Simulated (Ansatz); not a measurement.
Start from Al in the fcc (Cu type) structure (space group Fm-3m, No. 225; a = 4.014 Å).

Level of theory: PBEsol (Ansatz, a first-principles code), no spin-orbit coupling.

One change was made to it. Results:

| quantity | base | after |
|---|---|---|
| density | 2.77 g/cm³ | 2.70 g/cm³ |
| shortest interatomic distance | 283.9 pm | 286.3 pm |

Problem. Which of these changes matches the shifts?
A. pressure −1 GPa
B. pressure −2 GPa
C. pressure 1.8 GPa
D. pressure 45 GPa

Solution. B, pressure −2 GPa. For comparison, the shortest interatomic distance in the other runs: pressure −1 GPa gives 285.1 pm; pressure 1.8 GPa gives 281.9 pm; pressure 45 GPa gives 257.7 pm.

Load acts through the strain it causes; cell and atoms are relaxed under it. No phonon test of stability was made. Competing high-pressure phases were not computed.
